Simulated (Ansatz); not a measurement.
Take InAs in the zinc blende structure (space group F-43m, No. 216) as the base.

```
CELL_PARAMETERS angstrom
      0.00000     3.05478     3.05478
      3.05478     0.00000     3.05478
      3.05478     3.05478     0.00000
ATOMIC_POSITIONS crystal
  In 0.00000 0.00000 0.00000
  As 0.25000 0.25000 0.25000
```

Cartesian axes are those of the cell as printed.

Calculations: r2SCAN (Ansatz, a program for electronic structure, PAW, no SOC).

For the base:

```
Property    Value
--------  -------
Band gap  0.08 eV
```

Now apply this change: tensor shear ε_xy = +1.14 % (engineering shear γ = 0.0228); the atoms relax in the strained cell.

What happens to the energy relative to the base and band gap?

The energy goes up by 1.8 meV/atom; the band gap changes from 0.08 eV to zero.

No phonon test of stability was made. All final runs are without spin polarisation. Gaps under 0.05 eV, about the width of the smearing, are given as zero. The zero or small gap of InAs can change with the level of theory.
